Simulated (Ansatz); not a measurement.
The reference is Ag in the fcc (Cu type) structure (space group Fm-3m, No. 225; a = 4.0009 Å; relaxed with 0.1 eV smearing).

Calculations: LDA (Ansatz, an electronic-structure program, PAW, scalar-relativistic without spin-orbit coupling).

Strains are applied to the cell and any free atomic positions relax.

One change was made to it. Results:

The energy increases by 49 meV/atom; the pressure goes from zero to -9.6 GPa.

Problem. Which change produced these results?
(A) isotropic strain −0.50 %
(B) isotropic strain +2.50 %
(C) isotropic strain +3.00 %

Solution. C, isotropic strain +3.00 %. For comparison, the energy relative to the base in the other runs: isotropic strain +2.50 % gives +35 meV/atom; isotropic strain −0.50 % gives +1.6 meV/atom.

No phonon test of stability was made.
